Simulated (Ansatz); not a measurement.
Start from Cu in the fcc (Cu type) structure (space group Fm-3m, No. 225; a = 3.518 Å; relaxed with 0.1 eV smearing). Axes: x, y, z lie along the cube axes.

Calculations: plane-wave PAW DFT at the LDA level (Ansatz, a first-principles code, 420 eV), no spin-orbit coupling.

Modification: the cell is scaled by 0.9900 in all directions, atoms relaxed at fixed cell.

### Question
Predict the stress tensor and what it implies for the stiffness.

### Answer
Stress of the strained cell less that of the base (GPa, compression positive):
```
    6.1     0.0     0.0
    0.0     6.1     0.0
    0.0     0.0     6.1
```

Then B = −ΔP/(ΔV/V₀) with ΔV/V₀ = -0.0297 gives secant stiffness values (nonlinear terms included at this strain): B ≈ 207 GPa.

As a check, the harmonic strain energy −½ V₀ Δσ:ε is 6.3 meV/atom; the computed energy rise is 6.0 meV/atom.

Whether these cells are dynamically stable was not tested. The final runs are not spin-polarised.
